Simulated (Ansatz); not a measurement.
Where the default PAW files enter, the runs use the earlier of Ansatz's two default sets.

The decay constant κ of evanescent states in the gap governs leakage through a thin film.

```xyz
6
Lattice="3.4869 0.0000 0.0000 0.0000 3.4869 0.0000 0.0000 0.0000 5.1719" Properties=species:S:1:pos:R:3 pbc="T T T"
Hf     1.7434     1.7434     2.5859
Hf     0.0000     0.0000     0.0000
O      0.0000     1.7434     3.6059
O      0.0000     1.7434     1.0199
O      1.7434     0.0000     4.1519
O      1.7434     0.0000     1.5660
```

Space group of this cell: P4_2/nmc. The cell is strained (lengths across the current scaled by 0.98, ions clamped); by r2SCAN its mean pressure is 16.9 GPa.

Transport runs along the normal of the first two printed cell vectors, the (001) (indices of the unstrained crystal) plane of the conventional cell.

The gap is the functional's own. No spin-orbit coupling. Mid-gap values are interpolated on the energy grid.

Problem. Predict the band gap and the smallest decay constant κ at mid-gap from r2SCAN in Ansatz (a quantum-chemistry and plane-wave program).

Solution. Gap 5.41 eV on a 10×10×6 mesh; κ = 0.393 1/Å, at the zone centre.
